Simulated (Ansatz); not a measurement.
Worked example: relaxation of the atoms of Nb3Si2 (P1, 10 atoms in the cell) in Ansatz (a first-principles code).

Method: r2SCAN, default PAW files made with PBE (plane waves; Ansatz).

The change in words: atoms moved at random; relax: default → atoms; relax.f_tol: default → 0.1 eV/Å. Reference geometry:
```
CELL_PARAMETERS angstrom
      6.74561     0.00000     0.00000
      0.00000     6.74561     0.00000
      0.00000     0.00000     3.52141
ATOMIC_POSITIONS crystal
  Nb 0.50000 0.50000 0.00000
  Nb 0.00000 0.00000 0.00000
  Nb 0.67145 0.17145 0.50000
  Nb 0.32855 0.82855 0.50000
  Nb 0.82855 0.67145 0.50000
  Nb 0.17145 0.32855 0.50000
  Si 0.12727 0.62727 0.00000
  Si 0.87273 0.37273 0.00000
  Si 0.37273 0.12727 0.00000
  Si 0.62727 0.87273 0.00000
```

Reference input (self-consistent single point, DFT, r2SCAN, plane waves, default PAW files made with PBE): basis.ecutwfc = 500 eV; kpoints.mp_grid.grid = 3 3 6; kpoints.mp_grid.shift = 0.5 0.5 0.5; hamiltonian.xc = r2scan; hamiltonian.pseudopotentials = {kind: paw} (the program's default PAW files); scf.occupations.method = gaussian; scf.occupations.width = 0.272 eV. This run's input differs from it in these lines:

Ansatz 0.2 input:
```diff
@@ -6,12 +6,12 @@
   atoms:
-    - { symbol: Nb, position_ang: [3.37280500, 3.37280500, 0.00000000] }
-    - { symbol: Nb, position_ang: [0.00000000, 0.00000000, 0.00000000] }
-    - { symbol: Nb, position_ang: [4.52933983, 1.15653483, 1.76070500] }
-    - { symbol: Nb, position_ang: [2.21627017, 5.58907517, 1.76070500] }
-    - { symbol: Nb, position_ang: [5.58907517, 4.52933983, 1.76070500] }
-    - { symbol: Nb, position_ang: [1.15653483, 2.21627017, 1.76070500] }
-    - { symbol: Si, position_ang: [0.85851378, 4.23131878, 0.00000000] }
-    - { symbol: Si, position_ang: [5.88709622, 2.51429122, 0.00000000] }
-    - { symbol: Si, position_ang: [2.51429122, 0.85851378, 0.00000000] }
-    - { symbol: Si, position_ang: [4.23131878, 5.88709622, 0.00000000] }
+    - { symbol: Nb, position_ang: [3.39653606, 3.37081505, 0.00796191] }
+    - { symbol: Nb, position_ang: [0.00925498, -0.00414180, -0.00360240] }
+    - { symbol: Nb, position_ang: [4.52505637, 1.15042331, 1.72918486] }
+    - { symbol: Nb, position_ang: [2.22655722, 5.58979695, 1.74251340] }
+    - { symbol: Nb, position_ang: [5.57374914, 4.51518754, 1.77740705] }
+    - { symbol: Nb, position_ang: [1.13716144, 2.21842202, 1.75760264] }
+    - { symbol: Si, position_ang: [0.85671945, 4.26675347, 0.01097623] }
+    - { symbol: Si, position_ang: [5.91647335, 2.51409559, -0.00196143] }
+    - { symbol: Si, position_ang: [2.52333708, 0.84320125, 0.02339625] }
+    - { symbol: Si, position_ang: [4.19040666, 5.89069163, -0.00066203] }
 basis:
@@ -30,2 +30,4 @@
     width: 0.272
+relax:
+  f_tol: 0.1
 output:
```

Output, abridged:

```
   [... SCF lines of the steps left out ...]
relax step   1: F+E_penalty+E_count = -29945.14392766 eV  Δ(F+E_penalty+E_count) = +0.000e0 eV  max|allowed force component| = 7.704e-1 eV/Å  Δτ_max = 0.0000 Å  (6 SCF iters, dr2 threshold 1.00e-4 eV, accepted)
relax step   2: F+E_penalty+E_count = -29945.17774413 eV  Δ(F+E_penalty+E_count) = -3.382e-2 eV  max|allowed force component| = 4.859e-1 eV/Å  Δτ_max = 0.0675 Å  (6 SCF iters, dr2 threshold 3.71e-5 eV, accepted)
relax step   3: F+E_penalty+E_count = -29945.20738356 eV  Δ(F+E_penalty+E_count) = -2.964e-2 eV  max|allowed force component| = 1.297e-2 eV/Å  Δτ_max = 0.0451 Å  (6 SCF iters, dr2 threshold 1.48e-5 eV, accepted)
relax step   4: F+E_penalty+E_count = -29945.20739026 eV  Δ(F+E_penalty+E_count) = -6.700e-6 eV  max|allowed force component| = 1.369e-2 eV/Å  Δτ_max = 0.0000 Å  (4 SCF iters, accepted)
Crystal: 10 atoms, lattice volume = 160.236 Å³
iter 1 solved again at ethr=3.61e-11 eV; its pass at ethr=3.10e-3 eV (dr2=3.39e-8 eV) is discarded
SCF iter   1: F=—  HF=-29945.207390 eV  |F-HF|=—  |Δ(HF+E_count)|=         —  Δρ=3.14e-6  dr2=3.39e-8  dr2_τ=5.08e-9  ethr=3.61e-11  ⟨swp⟩=1.0  Hψ=5115  notcnv=0
preconditioner: auto → Kerker (q_TF=auto, 2.496 Å⁻¹)
SCF iter   2: F=-29945.207390 eV  HF=-29945.207390 eV  |F-HF|=8.73e-10  |Δ(HF+E_count)|=   1.88e-9  Δρ=1.33e-6  dr2=3.64e-9  dr2_τ=1.33e-9  ethr=3.61e-11  ⟨swp⟩=3.6  Hψ=3850  notcnv=0
SCF 5 converged in 2 iterations: F = -29945.207390 eV  dr2 = 3.64e-9
   [... lines left out ...]
Free energy (F): -29945.207390 eV
Fermi energy:    16.274190 eV
   [... lines left out ...]
    - { symbol: Si, position: [0.12731869420510938, 0.62753487551651, -3.622946320789758e-6] }
    - { symbol: Si, position: [0.8726772132714492, 0.37250579549483126, 7.539127135008185e-5] }
    - { symbol: Si, position: [0.3726185888303275, 0.127464927836039, 9.708890282787742e-5] }
    - { symbol: Si, position: [0.6274121652653039, 0.8725755540248138, -7.688705520115796e-5] }
```

The run converged. 

Summary of the result:
| Item | Value |
|---|---|
| Free energy E − TS (on the zero of these files) | -29945.2074 eV |
| Fermi level (on the code's own zero) | 16.27 eV |
| Pressure | -1.72 GPa |
| Largest force (vector length) | 0.015 eV/Å |
| Relaxation steps | 4 |

The starting cell comes from a database of computed structures (which also holds hypothetical and non-ambient phases and stackings), without a prior relaxation at this level. For this run, on top of that: atoms moved at random. Spin polarisation is off. Ansatz's pressure includes its estimate of the finite-basis (Pulay) stress.

Cost on one core of a shared machine: roughly 2 min.
